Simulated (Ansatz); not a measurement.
An Ansatz (an electronic-structure program) input (r2SCAN (Ansatz), no spin-orbit coupling):

Ansatz 0.2 input:
```yaml
crystal:
  lattice:
    - [2.2636860658, 0, 0]
    - [1.1318430329, 1.9604096392, 0]
    - [0, 0, 15]
  atoms:
    - { symbol: Be, position: [0.6666666667, 0.6666666667, 0.5] }
basis: { ecutwfc: 500, ecutrho_ratio: 4, xc_grid: 4, fft_grid_basis: typed }
kpoints: { mp_grid: { grid: [23, 23, 1] } }
hamiltonian:
  xc: r2scan
  dispersion: none
  pseudopotentials: { kind: paw }
scf: { occupations: { method: fermi_dirac, width: 0.05 }, convergence: { dr2_threshold: 0.0000000001 } }
relax: { f_tol: 0.01, max_steps: 50 }
output: { forces: true, stress: true }
checkpoint: { write: state.ck, write_every: 1000 }
```

Which symmetry and how many k-points will the program report, and about how many plane waves at Γ?

Space group P6/mmm (ITA 191) with 24 operations, k-points 56 of 529, and 1621 plane waves at Γ.

No phonon test of stability was made. The cell was made from Be in the hcp (Mg type) structure (space group P6_3/mmc, No. 194) by this change: a free-standing slab of 1 layer (1 atom, 1 a layer) is cut normal to the z axis, with 15 Å of vacuum and the in-plane cell held at bulk; forces were under the threshold from the start, so the atoms kept their bulk positions.
